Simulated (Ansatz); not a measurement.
A self-consistent single point of Bi2Se3 (R-3m, 5 atoms in the cell) with Ansatz (a quantum-chemistry and plane-wave program).

Computed with PBE, PAW files (plane waves; Ansatz).

The change in words: lattice scaled by 1.015. Reference geometry:
```
CELL_PARAMETERS angstrom
      2.04958     1.18332     9.75675
     -2.04958     1.18332     9.75675
      0.00000    -2.36665     9.75675
ATOMIC_POSITIONS crystal
  Bi 0.39844 0.39844 0.39844
  Bi 0.60156 0.60156 0.60156
  Se 0.00000 0.00000 0.00000
  Se 0.21572 0.21572 0.21572
  Se 0.78428 0.78428 0.78428
```

Reference input (self-consistent single point, DFT, PBE, plane waves, PAW files): basis.ecutwfc = 420 eV; kpoints.mp_grid.grid = 4 4 4; hamiltonian.xc = pbe; hamiltonian.pseudopotentials = {kind: paw} (the program's default PAW files); scf.occupations.method = fermi_dirac; scf.occupations.width = 0.05 eV. This run's input differs from it in these lines:

```diff
@@ -3,5 +3,5 @@
   lattice:
-    - [2.049580, 1.183325, 9.756753]
-    - [-2.049580, 1.183325, 9.756753]
-    - [0.000000, -2.366651, 9.756753]
+    - [2.080324, 1.201075, 9.903104]
+    - [-2.080324, 1.201075, 9.903104]
+    - [0.000000, -2.402151, 9.903104]
   atoms:
```

Output, abridged:

```
SCF iter   1: F=—  HF=-41208.283756 eV  |F-HF|=—  |Δ(HF+E_count)|=         —  Δρ=2.81e-2  dr2=5.02e0  ethr=3.10e-3  ⟨swp⟩=8.4  Hψ=2486  notcnv=0
all-band conjugate gradients solve this SCF's bands
preconditioner: auto → Kerker (q_TF=auto, 2.451 Å⁻¹)
SCF iter   2: F=—  HF=-41207.869269 eV  |F-HF|=—  |Δ(HF+E_count)|=   4.14e-1  Δρ=1.56e-2  dr2=1.50e0  ethr=3.10e-3  ⟨swp⟩=2.0  Hψ=799  notcnv=0  defer=17
   [... lines left out ...]
SCF iter   7: F=—  HF=-41207.686624 eV  |F-HF|=—  |Δ(HF+E_count)|=   1.50e-4  Δρ=8.22e-5  dr2=2.05e-5  ethr=1.81e-7  ⟨swp⟩=2.0  Hψ=971  notcnv=0  defer=19
SCF iter   8: F=—  HF=-41207.686630 eV  |F-HF|=—  |Δ(HF+E_count)|=   6.25e-6  Δρ=2.86e-5  dr2=1.82e-6  ethr=2.63e-8  ⟨swp⟩=2.0  Hψ=976  notcnv=0  defer=19
SCF iter   9: F=—  HF=-41207.686635 eV  |F-HF|=—  |Δ(HF+E_count)|=   5.24e-6  Δρ=1.21e-5  dr2=3.06e-7  ethr=2.33e-9  ⟨swp⟩=2.0  Hψ=999  notcnv=0  defer=19
SCF iter  10: F=-41207.686636 eV  HF=-41207.686636 eV  |F-HF|=4.15e-8  |Δ(HF+E_count)|=   1.00e-6  Δρ=3.01e-6  dr2=2.17e-8  ethr=1.28e-10  ⟨swp⟩=11.7  Hψ=2813  notcnv=0
SCF 1 converged in 10 iterations: F = -41207.686636 eV  dr2 = 2.17e-8
Free energy (F): -41207.686636 eV
Internal energy: -41207.686369 eV  (E = F + TS)
E sigma→0 (E₀):  -41207.686503 eV
Entropy (-TS):   -0.000267 eV (-0.053 meV/atom)
Fermi energy:    8.240312 eV
--- Forces (eV/Å), atoms counted from 1 ---
  atom   1  Bi     0.00000000     0.00000000    -0.03950439
  atom   2  Bi    -0.00000000    -0.00000000     0.03950439
  atom   3  Se     0.00000000     0.00000000     0.00000000
  atom   4  Se     0.00000000     0.00000000    -0.07614379
  atom   5  Se    -0.00000000    -0.00000000     0.07614379
--- Stress (GPa, compression-positive) ---
        1.238503       0.000000       0.000000
        0.000000       1.238503       0.000000
        0.000000       0.000000       1.032466
  P = ⅓ Tr σ = 1.1698 GPa (11.698 kbar)
  The stress holds the Pulay correction. Without it, at fixed plane waves, as pw.x and ABINIT print it: P = 1.1592 GPa
```

The run converged in 10 iterations. Against the reference run the free energy drops by 20.9 meV/atom, the pressure goes from 4.12 to 1.17 GPa, the largest force goes from 0.448 to 0.076 eV/Å and the gap on the mesh goes from 0.416 to 0.437 eV.

The starting cell comes from a database of computed structures (which also holds hypothetical and non-ambient phases and stackings), without a prior relaxation at this level. Its lattice was rescaled by a random factor within 2.5 % of one. For this run, on top of that: lattice scaled by 1.015. Spin-orbit coupling is off. Ansatz's pressure includes its estimate of the finite-basis (Pulay) stress.

Keys are those of Ansatz 0.2.
